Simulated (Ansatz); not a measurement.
Functionals compared on CO on the 1x1 (110) surface of 3C silicon carbide (cut with top plane C + Si), one in a 2x2 cell, started at the site 'bridge C-Si (span 3.9 Å)', in Ansatz (plane waves, PAW). The structure was relaxed with PBE; the other rows are single points on it, each with its references at the same level. Cutoff 420 eV (500 eV for r2SCAN). HSE06 used the coarser mesh 3x2x1.

Host crystal: 3C silicon carbide, with a band gap (PBE, scalar-relativistic without spin-orbit coupling).

Model: 50-atom slab, 7.7 Å thick at the start under the adsorbate (thin: gaps and levels are the slab's own), 3x3x1 mesh, Fermi-Dirac 0.01 eV, dipole correction, 24 atoms held, the rest relaxed; no symmetry held; no spin, no spin-orbit, no U, no dispersion correction. At the end it is bonded to Si. In PBE it is, or lies within 0.03 eV of, the lowest of the starts that converged. These notes are the PBE run's. Adsorption energies are against CO(g). A negative adsorption energy means that the adsorbate is more stable on the surface than in its reference.

| functional | adsorption energy (eV) | rough cost of the single point |
|---|---|---|
| PBE | -0.79 | – |
| RPBE | -0.55 | about 2.9 core-minutes (a rough figure) |
| r2SCAN | [?] | very roughly 5 core-minutes |
| HSE06 | -0.68 | around 110 core-minutes (rough) |

**Question.** Fill in the missing entries.

**Answer.** 
- r2SCAN, adsorption energy (eV): -0.86

Ansatz is a quantum-chemistry and plane-wave program.
